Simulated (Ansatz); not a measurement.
Seebeck coefficient (μV/K, mean over directions) of n-type BN (Fmm2) against carrier density, r2SCAN+D4, rigid bands run with Ansatz (an electronic-structure program). Computed gap 4.01 eV; densities at which minority carriers matter at this gap, or further valleys turn the trend, are left out. Conductivity mass 0.47 mₑ (harmonic mean over directions), N_c = 1.5e19 cm⁻³ at 300 K.

| electron density | 300 K | 500 K |
|---|---|---|
| 1e16 cm⁻³ | -846 | -913 |
| 1e17 cm⁻³ | -648 | -715 |
| 1e18 cm⁻³ | -450 | -516 |
| 3e18 cm⁻³ | -356 | -422 |
| 1e19 cm⁻³ | -256 | -320 |
| 3e19 cm⁻³ | ___ | -230 |
| 1e20 cm⁻³ | ___ | -141 |
| 3e20 cm⁻³ | -48 | ___ |
| 1e21 cm⁻³ | -22 | -36 |

Task: What belongs in the gaps?

Result: 
- 3e19 cm⁻³, 300 K: -171
- 1e20 cm⁻³, 300 K: -94
- 3e20 cm⁻³, 500 K: -78

Rigid bands with a gap fixed in temperature, one relaxation time for all states, no polarons or phonon drag, and whether or not such doping can be reached. Spin-orbit coupling is left out. Geometry: cell and atoms relaxed with r2SCAN+D4.

Computed structure with no diffraction record at hand here (it may be known, metastable or hypothetical): BN (Fmm2).
